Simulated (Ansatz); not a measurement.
The starting structures come from a database of crystals and need not be the phases stable at ambient conditions.

 Where the default PAW files enter, the runs use the earlier of Ansatz's two default sets.

# Evanescent states of Mg2NF (I4_1/amd, not sure to be the ambient phase, 8 atoms a cell, 11.0 Å³ an atom) along the normal of (001)

All values below come from r2SCAN (plane waves, PAW; Ansatz, a quantum-chemistry and plane-wave program).

The gap is the functional's own. No spin-orbit coupling. Mid-gap values are interpolated on the energy grid.

Energies count from the valence-band top; κ is the least over a 8×8 mesh across the current.

| E (eV) | κ (1/Å) | where |
|---|---|---|
| 0.07 | 0.110 | Γ |
| 0.23 | 0.155 | Γ |
| 0.38 | 0.185 | Γ |
| 0.53 | 0.207 | Γ |
| 0.68 | (withheld) | Γ |
| 0.82 | (withheld) | Γ |
| 0.97 | (withheld) | Γ |
| 1.12 | (withheld) | Γ |
| 1.27 | (withheld) | Γ |
| 1.43 | (withheld) | Γ |
| 1.57 | (withheld) | Γ |
| 1.73 | (withheld) | Γ |
| 1.88 | (withheld) | Γ |
| 2.02 | (withheld) | Γ |
| 2.17 | (withheld) | Γ |
| 2.33 | 0.193 | Γ |
| 2.48 | 0.171 | Γ |
| 2.62 | 0.143 | Γ |
| 2.77 | 0.102 | Γ |

Q: Fill in the missing entries.

A: 
- 0.68, κ (1/Å): 0.222
- 0.82, κ (1/Å): 0.234
- 0.97, κ (1/Å): 0.242
- 1.12, κ (1/Å): 0.247
- 1.27, κ (1/Å): 0.249
- 1.43, κ (1/Å): 0.249
- 1.57, κ (1/Å): 0.246
- 1.73, κ (1/Å): 0.241
- 1.88, κ (1/Å): 0.233
- 2.02, κ (1/Å): 0.223
- 2.17, κ (1/Å): 0.210
